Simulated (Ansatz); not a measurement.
Base system: HfC in the rock salt structure (space group Fm-3m, No. 225; a = 4.6072 Å).

The values are results of PBEsol (Ansatz, a first-principles code), without spin-orbit coupling, not measurements.

Before the change:

- Shortest interatomic distance: 2.304 Å
- Band gap: zero

One thing is altered: every C is replaced by W; the structure is relaxed again.

Tabulated Pauling electronegativity and covalent radius: C 2.55, 0.76 Å; W 2.36, 1.62 Å.

Task: What happens to the shortest interatomic distance?

Result: The shortest interatomic distance grows by 0.420 Å to 2.724 Å.

Task: What does the calculation give for the band gap after the change?

Result: The band gap remains zero.

No phonon test of stability was made. As relaxed here, HfW is a hypothetical phase, not in the database extracts checked. All final runs are without spin polarisation.
